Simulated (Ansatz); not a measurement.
The parent structure is MgS in the rock salt structure (space group Fm-3m, No. 225; a = 5.182 Å).

Modification: hydrostatic tension (pressure −1 GPa).

Levels (all Ansatz, a program for electronic structure, PAW): PBEsol (420 eV, no spin-orbit coupling); r2SCAN (500 eV, no spin-orbit coupling); HSE06 (420 eV, no spin-orbit coupling).

At the geometry relaxed with PBEsol, these levels gave the following band gaps, in shuffled order: (a) 3.46 eV, (b) 2.70 eV, (c) 3.80 eV.

Task: Match each gap to its level.

Result: (a) r2SCAN; (b) PBEsol; (c) HSE06.

Single points use the geometry relaxed with PBEsol. HSE06 gaps are upper bounds (no full band path). Load acts through the strain it causes; cell and atoms are relaxed under it. Stability against distortions was not tested.
